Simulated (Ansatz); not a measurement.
The starting structures come from a database of crystals and need not be the phases stable at ambient conditions.

The decay constant κ of evanescent states in the gap governs leakage through a thin film.

```
AlLuO3
1.0
    5.18237     0.00000     0.00000
   -0.14757     7.37949     0.00000
    2.51740     3.68975     2.62782
Lu Al O
2 2 6
Direct
  0.50000   0.25000   0.00000
  0.50000   0.75000   0.00000
  0.00000   0.00000   0.00000
  0.00000   0.50000   0.00000
  0.91318   0.25000   0.58682
  0.08682   0.75000   0.41318
  0.08682   0.83682   0.82635
  0.91318   0.16318   0.17365
  0.50000   0.66318   0.58682
  0.50000   0.33682   0.41318
```

Space group of this cell: R-3c. The cell is taken as given; by PBEsol its mean pressure is -3.7 GPa.

Transport runs along the normal of the first two printed cell vectors, the (110) plane of the conventional cell.

The gap is the functional's own. No spin-orbit coupling. Mid-gap values are interpolated on the energy grid.

Task: Give the band gap and the smallest decay constant κ at mid-gap that Ansatz (a quantum-chemistry and plane-wave program) with PBEsol yields.

Result: Gap 4.93 eV on a 12×12×12 mesh; κ = 0.370 1/Å, at the zone centre.
